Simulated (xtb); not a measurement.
xtb 6.7.1, GFN2-xTB: Ti(NH)(OMe)(NH2) (C[O][Ti](=[NH])[NH2]), 11 atoms. The geometry is a generated start, not checked to be a minimum at this level.

```json
{
  "run_flags": "--grad",
  "method": "GFN2-xTB",
  "--acc": "1 (default)",
  "--etemp (K)": "300 (default)",
  "basis_functions": "32",
  "valence_electrons": "30"
}
```

```xyz
11

Ti     0.4168    -0.2328     1.3715
N     -0.7528    -1.4794     1.3297
H     -1.3810    -1.9321     0.6582
O      1.3214    -0.0927    -0.1251
C      0.8487    -0.2089    -1.4324
H      1.0705     0.7136    -1.9930
H      1.3471    -1.0491    -1.9410
H     -0.2544    -0.3808    -1.4379
N     -0.6185     1.3662     1.4439
H     -1.6390     1.2644     1.4190
H     -0.3588     2.0314     0.7071
```

Charge 0 and multiplicity 1 are set for this test and not shown to be the ground state.

One run each on 1 thread. Values of broydamp tried: 0.02, 0.05, 0.1, 0.2, 0.4 (default), 0.6, 0.8, 1.

### Question
Predict the course of the SCC iterations along this series.

### Answer
Fewest SCC iterations, within one of each other: 0.1 with 17, 0.2 with 17, 0.4 (default) with 16, 0.6 with 17, 0.8 with 17. The count rises to 119 at 1. All converge to one solution.

```json
[
 {"broydamp": "0.02", "SCC iterations": "26", "end": "same solution"},
 {"broydamp": "0.05", "SCC iterations": "21", "end": "same solution"},
 {"broydamp": "0.1", "SCC iterations": "17", "end": "same solution"},
 {"broydamp": "0.2", "SCC iterations": "17", "end": "same solution"},
 {"broydamp": "0.4 (default)", "SCC iterations": "16", "end": "same solution"},
 {"broydamp": "0.6", "SCC iterations": "17", "end": "same solution"},
 {"broydamp": "0.8", "SCC iterations": "17", "end": "same solution"},
 {"broydamp": "1", "SCC iterations": "119", "end": "same solution"}
]
```
